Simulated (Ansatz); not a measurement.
## SnTe: pressure series

Start from SnTe in the rock salt structure (space group Fm-3m, No. 225; a = 6.409 Å).

Cell and atoms are relaxed at each pressure.

All numbers come from plane-wave PAW DFT at the PBE level (Ansatz, a first-principles code, 420 eV), without spin-orbit coupling.

Notes on the quantities. enthalpy: H = E + PV relative to the base's energy.

```tsv
variant	band gap	enthalpy	volume per atom
base	0.05 eV	–	32.91 Å³
pressure −2 GPa	…	-0.42 eV/atom	…
pressure −1 GPa	0.12 eV	-0.21 eV/atom	33.79 Å³
pressure 15 GPa	zero	+2.71 eV/atom	26.28 Å³
pressure 30 GPa	zero	+5.02 eV/atom	23.26 Å³
pressure 50 GPa	zero	+7.76 eV/atom	20.87 Å³
pressure 75 GPa	zero	+10.86 eV/atom	18.98 Å³
pressure 100 GPa	zero	+13.72 eV/atom	17.69 Å³
```

Task: Fill in the withheld entries from the trend.

Result: 
- pressure −2 GPa, band gap: 0.20 eV
- pressure −2 GPa, volume per atom: 34.81 Å³

With Te present, leaving out spin-orbit coupling can change the band edges. Load acts through the strain it causes; cell and atoms are relaxed under it. No phonon test of stability was made. Competing high-pressure phases were not computed. The final runs are not spin-polarised. A zero or small gap of SnTe can be the functional's error rather than a property of the material.
